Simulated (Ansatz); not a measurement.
```yaml
crystal:
  lattice:
    - [2.89154, 0.00000, 0.00000]
    - [1.44577, 2.50415, 0.00000]
    - [0.00000, 0.00000, 3.29467]
  atoms:
    - { symbol: Ti, position: [0.00000, 0.00000, 0.00000] }
    - { symbol: B, position: [0.33333, 0.33333, 0.50000] }
    - { symbol: B, position: [0.66667, 0.66667, 0.50000] }
```

No spin polarisation.

Computed with PBE (Ansatz, a quantum-chemistry and plane-wave program), without spin-orbit coupling, earlier PAW set. Γ-centred 22×22×18 mesh, Fermi–Dirac width 0.1 eV.

Question: Predict the space group, band gap and pressure.

Answer: 
- Space group = P6/mmm (No. 191)
- Band gap = zero
- Pressure (mean of the normal stresses, compression positive) = 24.9 GPa

The cells carry an imposed strain or load. Stability against distortions was not tested. The final runs are not spin-polarised. The cell was made from TiB2 (space group P6/mmm, No. 191) by this change: biaxial strain −4.64 %, plane normal [001], relaxed out of plane.
